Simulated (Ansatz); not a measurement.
Start from Os in the hcp (Mg type) structure (space group P6_3/mmc, No. 194; a = 2.738 Å, c = 4.318 Å; relaxed with 0.1 eV smearing). Axes: x lies along a and z along c of the hexagonal cell.

Method: r2SCAN (Ansatz, an electronic-structure program, PAW, spin-orbit coupling left out).

For the base:

- Pressure = 0.0 GPa
- Volume per atom = 14.02 Å³
- Band gap = zero

Modification: tensile biaxial strain of 0.43 % in the plane normal to [001], as in epitaxy on a mismatched substrate; the out-of-plane cell vector and the atoms relax.

Estimate the effect on the pressure, volume per atom and band gap.

The pressure (mean of the normal stresses, compression positive) goes from zero to -2.5 GPa; the volume per atom rises by 0.09 Å³ (14.02 Å³ → 14.11 Å³); the band gap remains zero.

Whether these cells are dynamically stable was not tested. All final runs are without spin polarisation.
